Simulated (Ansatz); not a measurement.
A user runs Ansatz (an electronic-structure program) on SbOs2 (P4/nmm, 6 atoms in the cell) and asks whether the run is sound. The aim is a self-consistent single point with DFT, PBE, plane waves, default PAW files.

Cell that was meant: a = 4.1507 Å, b = 4.1507 Å, c = 6.3333 Å, α = 90.00°, β = 90.00°, γ = 90.00°.

Part of the input:

Ansatz 0.2 input:
```yaml
    - { symbol: Sb, position_ang: [2.075328, 0.000000, 4.433283] }
    - { symbol: Sb, position_ang: [0.000000, 2.075328, 1.899979] }
basis:
  ecutwfc: 125.0
kpoints:
  mp_grid: { grid: [4, 4, 3] }
hamiltonian:
```

Output (repeated stretches shortened):

```
   [... lines left out ...]
Symmetry: 16 space group operations
Space group: P4/nmm (ITA 129), of the structure as read, at distance tolerance 4.8e-5 Å
k-points: 12 of 48
Initial density: superposition of atomic densities (neutral atoms: chi_scale 0, normalization atom), corrected by the library's trained network
Initial wavefunctions: pseudopotential atomic-orbital guess
Eigensolver: davidson
Functional: x = pbe(κ = 0.804, μ = 0.2195149727645171), c = pbe(β = 0.06672455060314922)
SCF iter   1: F=—  HF=-58001.841474 eV  |F-HF|=—  |Δ(HF+E_count)|=         —  Δρ=6.15e-1  dr2=2.60e2  ethr=1.77e-3  ⟨swp⟩=6.0  Hψ=2588  notcnv=0
all-band conjugate gradients solve this SCF's bands
preconditioner: auto → Kerker (q_TF=auto, 2.661 Å⁻¹)
SCF iter   2: F=—  HF=-57898.998616 eV  |F-HF|=—  |Δ(HF+E_count)|=    1.03e2  Δρ=3.58e-1  dr2=9.30e1  ethr=1.77e-3  ⟨swp⟩=4.0  Hψ=2134  notcnv=0  defer=2
   [... lines left out ...]
SCF iter  11: F=—  HF=-57846.226793 eV  |F-HF|=—  |Δ(HF+E_count)|=   3.49e-7  Δρ=7.28e-5  dr2=4.43e-6  ethr=9.22e-9  ⟨swp⟩=1.0  Hψ=696  notcnv=0
SCF iter  12: F=—  HF=-57846.226792 eV  |F-HF|=—  |Δ(HF+E_count)|=   3.68e-7  Δρ=2.68e-5  dr2=6.90e-7  ethr=4.72e-9  ⟨swp⟩=1.1  Hψ=698  notcnv=0
SCF iter  13: F=-57846.226792 eV  HF=-57846.226792 eV  |F-HF|=5.53e-8  |Δ(HF+E_count)|=   5.25e-8  Δρ=8.98e-6  dr2=9.22e-8  ethr=1.06e-10  ⟨swp⟩=4.3  Hψ=2321  notcnv=0
SCF 1 converged in 13 iterations: F = -57846.226792 eV  dr2 = 9.22e-8
Free energy (F): -57846.226792 eV
Internal energy: -57845.888551 eV  (E = F + TS)
E sigma→0 (E₀):  -57846.057672 eV
Entropy (-TS):   -0.338241 eV (-56.374 meV/atom)
Fermi energy:    20.296624 eV
--- Forces (eV/Å), atoms counted from 1 ---
  atom   1  Os     0.00000000     0.00000000    -0.00000000
  atom   2  Os     0.00000000     0.00000000    -0.00000000
  atom   3  Os     0.00000000     0.00000000     2.30998913
  atom   4  Os     0.00000000     0.00000000    -2.30998913
  atom   5  Sb     0.00000000     0.00000000    -0.07738035
  atom   6  Sb     0.00000000     0.00000000     0.07738035
--- Stress (GPa, compression-positive) ---
       -9.016204       0.000000       0.000000
        0.000000      -9.016204       0.000000
        0.000000       0.000000      13.387744
  P = ⅓ Tr σ = -1.5482 GPa (-15.482 kbar)
  The stress holds the Pulay correction. Without it, at fixed plane waves, as pw.x and ABINIT print it: P = -2468.6621 GPa
```

Question: Can these results be used? Check the input.

Answer: The run is not sound. The fault is a basis or grid far too coarse for these potentials. The error of an incomplete plane-wave basis or grid does not cancel at such settings. To fix it, restore the cutoff that the potentials need and check convergence. The run converged in 13 iterations without an error; against the sound input the free energy goes up by 109 eV/atom, the pressure goes from -3.31 to -1.55 GPa and the largest force goes from 1.150 to 2.310 eV/Å. At a fixed set of plane waves, without the program's Pulay estimate, the pressure is -2468.66 GPa against -3.38 GPa.

An input that runs soundly differs in these lines (not the only fix; some lines may just follow from the change or write a value another way):
```diff
-  ecutwfc: 125.0
+  ecutwfc: 420.0
```

With that input, the run converged in 7 iterations: free energy E − TS (on the zero of these files) -58503.2028 eV; Fermi level (on the code's own zero) 19.06 eV; pressure -3.31 GPa; largest force (vector length) 1.150 eV/Å (DFT, PBE, plane waves, default PAW files).

On the sound input: the starting cell was generated: these elements placed on a structure prototype, without a prior relaxation; it need not be a known phase or ordering of this composition. Spin polarisation is off. With a pressure of about -3 GPa the cell is away from its equilibrium volume at this level. Forces in this geometry exceed 1 eV/Å. Ansatz's pressure includes its estimate of the finite-basis (Pulay) stress. Without a gap this mesh is coarse (it stands for a supercell whose shortest vector is 17 Å).
